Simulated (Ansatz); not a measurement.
A computed series for CsSnBr3: response to strain

Take CsSnBr₃ in the cubic perovskite structure (space group Pm-3m, No. 221) as the base.

```xyz
5
Lattice="5.7645 0.0000 0.0000 0.0000 5.7645 0.0000 0.0000 0.0000 5.7645" Properties=species:S:1:pos:R:3 pbc="T T T"
Cs     0.0000     0.0000     0.0000
Sn     2.8822     2.8822     2.8822
Br     0.0000     2.8822     2.8822
Br     2.8822     2.8822     0.0000
Br     2.8822     0.0000     2.8822
```

Cartesian axes are those of the cell as printed.

Strains are applied to the cell and any free atomic positions relax; under biaxial strain the out-of-plane vector relaxes too; under stress the whole cell relaxes.

Calculations: PBEsol (Ansatz, an electronic-structure program; PAW; 420 eV plane waves; without spin-orbit coupling), earlier PAW set.

Candidates:
(a) isotropic strain −4.54 %
(b) uniaxial stress, 2 GPa compression along x
(c) biaxial strain +1.87 %, plane normal [110], relaxed out of plane
(d) tensor shear ε_xz = +1.52 %
(e) tensor shear ε_yz = +3.89 %

Notes on the quantities. energy relative to the base: free energy F.

**Question.** Order them by energy relative to the base, highest first.

**Answer.** (a) isotropic strain −4.54 % (+58 meV/atom), (b) uniaxial stress, 2 GPa compression along x (+7.5 meV/atom), (e) tensor shear ε_yz = +3.89 % (+3.6 meV/atom), (c) biaxial strain +1.87 %, plane normal [110], relaxed out of plane (+2.8 meV/atom), (d) tensor shear ε_xz = +1.52 % (+0.5 meV/atom)

A case with no gap was solved on a k-mesh chosen for an insulator, which is coarse for it. Beyond what the load breaks, stability against distortions was not tested. All final runs are without spin polarisation. Many cubic perovskites are stable only at high temperature; tilts and polar distortions were not tested.
